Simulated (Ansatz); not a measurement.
The starting structures come from a database of crystals and need not be the phases stable at ambient conditions.

 Where the default PAW files enter, the runs use the earlier of Ansatz's two default sets.

Tunnelling through a barrier is set by its complex band structure: the current falls as exp(−2κd) with the smallest κ.

```xyz
9
Lattice="7.1546 0.0000 0.0000 -3.5773 6.1961 0.0000 3.5773 2.0654 5.8417" Properties=species:S:1:pos:R:3 pbc="T T T"
K      3.5773     2.0654     1.4604
K      3.5773     6.1961     4.3813
Te     0.0000     0.0000     0.0000
Cl     1.7747     5.1554     1.4718
Cl     5.3798     3.1061     4.3699
Cl     5.3798     5.1554     1.4718
Cl     8.9293     3.1061     4.3699
Cl     7.1546     2.0814     1.4718
Cl     7.1546     6.1800     4.3699
```

Space group of this cell: Fm-3m. The cell was relaxed by PBE-D3(BJ).

Transport runs along the normal of the first two printed cell vectors, the (111) plane of the conventional cell.

No gap correction and no spin-orbit coupling; mid-gap values are interpolated between computed energies.

### Question
Give the band gap and the smallest decay constant κ at mid-gap that r2SCAN (Ansatz, an electronic-structure program) yields.

### Answer
Gap 2.65 eV on a 6×6×6 mesh; κ = 0.312 1/Å, at (0.500, 0.000) of the in-plane reciprocal vectors. At the zone centre, at the nearest computed energy, the slowest state has κ = 0.33 1/Å.
